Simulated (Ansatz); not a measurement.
Take Ge in the diamond structure (space group Fd-3m, No. 227; a = 5.7617 Å) as the base.

(Cell as relaxed with PBE.)

Levels (all Ansatz, an electronic-structure program, PAW): PBE (420 eV, no spin-orbit coupling); r2SCAN (500 eV, no spin-orbit coupling).

Each level relaxes its own structure.

| base | PBE | r2SCAN |
|---|---|---|
| volume per atom | 23.91 Å³ | 22.84 Å³ |
| lattice parameter a | 5.762 Å | 5.674 Å |
| band gap | zero | 0.36 eV |

The change: every Ge is replaced by Si; the structure is relaxed again.

```json
[
 {"quantity": "band gap", "PBE": "0.61 eV", "r2SCAN": "___"},
 {"quantity": "hole mass (degenerate bands, along [100])", "PBE": "0.16, 0.27, 0.27 mₑ (at Γ)", "r2SCAN": "___"},
 {"quantity": "gap character", "PBE": "indirect, Γ → Γ–X (87 % along)", "r2SCAN": "___"},
 {"quantity": "volume per atom", "PBE": "20.46 Å³", "r2SCAN": "___"}
]
```

**Question.** What does r2SCAN give?

**Answer.** 
- band gap, r2SCAN: 0.78 eV
- hole mass (degenerate bands, along [100]), r2SCAN: 0.17, 0.25, 0.25 mₑ (at Γ)
- gap character, r2SCAN: indirect, Γ → Γ–X (87 % along)
- volume per atom, r2SCAN: 20.17 Å³

PBE's band gap lies 0.162 eV below r2SCAN's; PBE's volume per atom lies 0.29 Å³ above r2SCAN's (1.4 %); the two agree on the gap character. Neither level is exact; r2SCAN is the comparison here, not a measurement.

Masses are band curvatures over ±0.01 Å⁻¹ around the edge. Stability against distortions was not tested. The real Ge has an indirect gap at ambient pressure; r2SCAN orders its close-lying valleys differently. The zero or small gap of Ge can change with the level of theory.
